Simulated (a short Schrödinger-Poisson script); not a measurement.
Structure: gated Al0.33Ga0.67N/GaN polarisation-induced gas, at 77 K.

| layer | material | thickness (nm) | Na (cm⁻³) |
|---|---|---|---|
| 1 | Al0.33Ga0.67N | 15 | - |
| 2 | GaN | 6000 | 2e15 |

The device is made up for the run: typed textbook-type constants, with dimensions and the other settings drawn at random. Al0.33Ga0.67N: permittivity 9.3, conduction-band edge (eV) 0.462, gap (eV) 4.09, electron mass (mₑ) 0.24, Nv at 300 K (cm⁻³) 4.6e19. GaN: permittivity 9.5, conduction-band edge (eV) 0, gap (eV) 3.43, Nv at 300 K (cm⁻³) 4.6e19.

Channel valleys (confinement mass, in-plane density-of-states mass, number): Γ 0.2, 0.2, 1. At the gate the conduction-band edge of layer 1 lies 1.27 eV − eVg above the Fermi level of the channel; the field vanishes at the back. Sheet of polarisation charge: +1.6e13 e/cm² at 15 nm from the gate. The barrier under the gate holds no holes. Gaps are held at their typed values at every temperature. Mesh 0.08 nm at interfaces.

Solved with a short Schrödinger-Poisson script written for these runs: 1D Poisson equation in equilibrium, electrons quantum, Hartree (BenDaniel-Duke, 40 states a valley, the channel's in-plane mass for all, wave functions free to enter the barrier), parabolic valleys, classical holes, full ionisation, no traps, pinning or gate leakage.

The same stack at other levels of the model or other numerical settings:

```
run                                                                  sheet density of all electrons at Vg = 0.5 V (cm⁻²)  sheet density of all electrons at Vg = -2.5 V (cm⁻²)  capacitance at Vg = 0.5 V (μF/cm²)  centroid of the channel electrons at Vg = 0.5 V (nm)  rough cost against the base
-------------------------------------------------------------------  ---------------------------------------------------  ----------------------------------------------------  ----------------------------------  ----------------------------------------------------  ---------------------------
base                                                                                                             1.33e13                                               3.71e12                               0.522                                                  1.67                      about 1
electrons treated as classical, Boltzmann                                                                        1.44e13                                               4.23e12                               0.545                                                  0.22                         0.02
electrons treated as classical, Fermi-Dirac                                                                      1.33e13                                               3.85e12                               0.508                                                     …                          0.1
electrons treated as quantum, Hartree plus LDA exchange-correlation                                              1.34e13                                               3.82e12                               0.524                                                     …                            2
mesh six times as coarse                                                                                         1.33e13                                               3.71e12                               0.522                                                     …                          0.3
one subband a valley                                                                                             1.32e13                                               3.71e12                               0.518                                                  1.40                          0.5
```

### Question
Fill in the missing entries.

### Answer

- mesh six times as coarse, centroid of the channel electrons at Vg = 0.5 V (nm): 1.61
- electrons treated as quantum, Hartree plus LDA exchange-correlation, centroid of the channel electrons at Vg = 0.5 V (nm): 1.52
- electrons treated as classical, Fermi-Dirac, centroid of the channel electrons at Vg = 0.5 V (nm): 1.45

The classical rows ignore confinement, and Boltzmann statistics overrate the density once the band edge passes the Fermi level.
